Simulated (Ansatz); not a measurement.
**CsCl: pressure series**

Take CsCl in the CsCl type structure (space group Pm-3m, No. 221) as the base.

```
CELL_PARAMETERS angstrom
      4.14031     0.00000     0.00000
      0.00000     4.14031     0.00000
      0.00000     0.00000     4.14031
ATOMIC_POSITIONS crystal
  Cs 0.00000 0.00000 0.00000
  Cl 0.50000 0.50000 0.50000
```

Cell and atoms are relaxed at each pressure.

Calculations: r2SCAN/PAW in Ansatz (an electronic-structure program), scalar-relativistic without spin-orbit coupling.

Candidates:
(a) pressure 0.7 GPa
(b) pressure −2 GPa
(c) pressure 0.3 GPa
(d) pressure 7.5 GPa

Before the change:

```
Property                         Value
-----------------------------  -------
Width of the top valence band  1.06 eV
```

Problem. Order them by width of the top valence band, highest first.

Solution. (d) pressure 7.5 GPa (1.80 eV), (a) pressure 0.7 GPa (1.15 eV), (c) pressure 0.3 GPa (1.10 eV), (b) pressure −2 GPa (0.73 eV)

The levels and masses belong to the bands next to the band gap. Load acts through the strain it causes; cell and atoms are relaxed under it. Stability against distortions was not tested. Competing high-pressure phases were not computed.
